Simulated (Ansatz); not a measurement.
Consider LiNbO$_{3}$ (space group R3c, No. 161).

```
CELL_PARAMETERS angstrom
      2.56733     1.48225     4.60804
     -2.56733     1.48225     4.60804
      0.00000    -2.96450     4.60804
ATOMIC_POSITIONS crystal
  Li 0.28078 0.28078 0.28078
  Li 0.78078 0.78078 0.78078
  Nb 0.99839 0.99839 0.99839
  Nb 0.49839 0.49839 0.49839
  O  0.10932 0.35998 0.71863
  O  0.71863 0.10932 0.35998
  O  0.35998 0.71863 0.10932
  O  0.21863 0.85998 0.60932
  O  0.85998 0.60932 0.21863
  O  0.60932 0.21863 0.85998
```

Cartesian axes are those of the cell as printed.

Level of theory: PBEsol/PAW in Ansatz (a first-principles code), scalar-relativistic without spin-orbit coupling.

Base values:

- Pressure = 0.00 GPa
- Shortest interatomic distance = 1.882 Å

Modification: the cell is compressed by 3.00 % along x with no lateral relaxation; the atoms relax in the strained cell.

Estimate the effect on the largest internal atomic displacement.

The largest internal atomic displacement is 0.040 Å.

How does this affect the energy relative to the base?

The energy grows by 6.2 meV/atom.

What happens to the pressure?

The pressure (mean of the normal stresses, compression positive) goes from zero to 3.62 GPa.

Estimate the effect on the shortest interatomic distance.

The shortest interatomic distance decreases by 0.0157 Å (1.882 Å → 1.867 Å).

Stability against distortions was not tested.
